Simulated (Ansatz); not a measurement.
Worked calculations on one periodic cell of amorphous Si₂₄O₄₇H₂: Si24O47H2, 73 atoms, volume 1144.4 Å³, made by a melt-quench on the CHGNet potential and relaxed with DFT. O atoms were pushed apart under 1.9 Å during the dynamics, to hinder bonds among them. It is a model cell: composition and starting density were chosen by hand, and all elements were melted together. Cycles of charging were run to anneal it. Computed with PBE, scalar-relativistic without spin-orbit coupling (plane waves to 420 eV, PAW; Ansatz, an electronic-structure program). Sampling: a 2×2×2 Γ-centred mesh; Fermi-Dirac width 0.02 eV; no spin polarisation. Its volume was held where the quench left it, its shape was held as a cube, and it stands at a mean pressure of -2.4 GPa with stress components up to 4.0 GPa; the relaxation ran on the zone centre alone. Its density went from a set 2.07 to 2.07 g/cm³. The cell is small and was quenched far faster than a real film, so it is one sample of the glass.

Q: Count formal charges (Si +4, O -2, H +1). What does the count lead one to expect at the Fermi level, and what does the calculation give?

A: 24 × (+4) + 47 × (-2) + 2 × (+1) = +4. 4 electrons are left on cation states, in cation-cation bonds, defect levels or the conduction band. On this mesh the highest filled and lowest empty level lie 3.76 eV apart; localised defect or tail levels set that (at the zone centre the more localised edge state sits most on one Si atom with neighbours O 1.65 Å, O 1.69 Å), and the nearest spread-out levels lie 4.7 eV apart.

Four energies for an added electron at PBE on the zone centre alone (charged cells in a uniform background, spin-polarised): neutral at the neutral geometry -42031.514 eV; charged at the neutral geometry -42025.665 eV; charged and relaxed -42025.751 eV; neutral at the charged geometry -42031.343 eV.

Q: Find the two relaxation energies and their sum, the reorganisation energy.

A: On charging: -42025.665 − (-42025.751) = 0.086 eV. On discharging: -42031.343 − (-42031.514) = 0.171 eV. The sum is 0.257 eV. The carrier's level spreads over 6 of the 73 atoms' worth, so it counts as localised, most on one Si atom with neighbours O 1.65 Å, O 1.69 Å (neutral geometry). The values are uncorrected: the image energy of a point charge in this cell, 2.84 × 14.40 / (2 × 10.5) = 2.0 eV before screening, is screened by electrons alone at the fixed geometry and by ions too after relaxing, and the carrier can be spread before it relaxes, so each term can be off by up to that value times 1/ε∞, some tenths of an eV. PBE's self-interaction favours spread-out carriers, so a hybrid can localise more.

Four energies for a hole at PBE on the zone centre alone (charged cells in a uniform background, spin-polarised): neutral at the neutral geometry -42031.514 eV; charged at the neutral geometry -42032.770 eV; charged and relaxed -42033.502 eV; neutral at the charged geometry -42029.829 eV.

Q: Find the two relaxation energies and their sum, the reorganisation energy.

A: On charging: -42032.770 − (-42033.502) = 0.732 eV. On discharging: -42029.829 − (-42031.514) = 1.685 eV. The sum is 2.417 eV. The carrier's level spreads over 3 of the 73 atoms' worth, so it counts as localised, most on one Si atom with neighbours O 1.65 Å, O 1.69 Å (neutral geometry). The values are uncorrected: the image energy of a point charge in this cell, 2.84 × 14.40 / (2 × 10.5) = 2.0 eV before screening, is screened by electrons alone at the fixed geometry and by ions too after relaxing, and the carrier can be spread before it relaxes, so each term can be off by up to that value times 1/ε∞, some tenths of an eV. PBE's self-interaction favours spread-out carriers, so a hybrid can localise more.
